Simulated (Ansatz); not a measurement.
Take ZnGeP2 in the chalcopyrite structure (space group I-42d, No. 122) as the base.

```
CELL_PARAMETERS angstrom
     -2.74995     2.74995     5.42237
      2.74995    -2.74995     5.42237
      2.74995     2.74995    -5.42237
ATOMIC_POSITIONS crystal
  Zn 0.00000 0.00000 0.00000
  Zn 0.75000 0.25000 0.50000
  Ge 0.50000 0.50000 0.00000
  Ge 0.25000 0.75000 0.50000
  P  0.87500 0.87162 0.49662
  P  0.12838 0.62500 0.00338
  P  0.37500 0.37838 0.50338
  P  0.62162 0.12500 0.99662
```

Cartesian axes are those of the cell as printed.

Calculations: Ansatz (a quantum-chemistry and plane-wave program) PBE, no spin-orbit coupling.

Strains are applied to the cell and any free atomic positions relax; under biaxial strain the out-of-plane vector relaxes too.

One change was made to it. Results:

The energy goes up by 3.7 meV/atom; the pressure (mean of the normal stresses, compression positive) goes from zero to 1.32 GPa.

Which change produced these results?
A. biaxial strain −3.00 %, plane normal [001], relaxed out of plane
B. biaxial strain −2.25 %, plane normal [001], relaxed out of plane
C. biaxial strain −1.50 %, plane normal [001], relaxed out of plane

C, biaxial strain −1.50 %, plane normal [001], relaxed out of plane. For comparison, the energy relative to the base in the other runs: biaxial strain −3.00 %, plane normal [001], relaxed out of plane gives +15 meV/atom; biaxial strain −2.25 %, plane normal [001], relaxed out of plane gives +8.6 meV/atom.

Stability against distortions was not tested.
